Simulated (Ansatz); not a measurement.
Where the default PAW files enter, the runs use the earlier of Ansatz's two default sets.

By PBEsol, the system below comes out a metal.

Without scattering a metal conducts by its projected Fermi surface.

Here is the system:

```xyz
2
Lattice="4.3535 0.0000 0.0000 0.0000 4.7839 0.0000 0.0000 2.3920 1.3810" Properties=species:S:1:pos:R:3 pbc="T T T"
Ru     3.2651     5.5812     1.3810
Ru     1.0884     3.9866     1.3810
```

Space group of this cell: P6_3/mmc, hcp (Mg type). The cell is strained (all lengths scaled by 1.02); by PBEsol its mean pressure is -22.1 GPa.

The current flows along the normal of the first two printed cell vectors, the (110) plane of the conventional cell. No spin-orbit coupling; the value is a mean over 0.1 eV about the Fermi level.

### Question
Predict the ballistic conductance per area from PBEsol (Ansatz, a program for electronic structure).

### Answer
1.4 × 10¹⁵ S/m² for both spins.
